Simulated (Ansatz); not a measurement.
A hypothetical phase is included: elements placed on a structure type, which no database files for this compound.

By r2SCAN, the system below comes out a metal.

A figure of merit of an interconnect metal is its ballistic conductance per area.

```xyz
8
Lattice="3.9216 0.0000 0.0000 0.0000 3.9216 0.0000 0.0000 0.0000 3.9216" Properties=species:S:1:pos:R:3 pbc="T T T"
C      2.9412     0.0000     1.9608
C      0.9804     0.0000     1.9608
C      0.0000     1.9608     0.9804
C      0.0000     1.9608     2.9412
C      1.9608     2.9412     0.0000
C      1.9608     0.9804     0.0000
C      0.0000     0.0000     0.0000
C      1.9608     1.9608     1.9608
```

The cell was relaxed by PBE-D3(BJ); by r2SCAN it stands under a pressure of -2.4 GPa.

The current flows along the normal of the first two printed cell vectors, the (001) plane of the conventional cell. No spin-orbit coupling; the value is a mean over 0.1 eV about the Fermi level.

### Question
Compute, with r2SCAN (Ansatz, a program for electronic structure), the ballistic conductance per area.

### Answer
2.5 × 10¹⁵ S/m² for both spins.
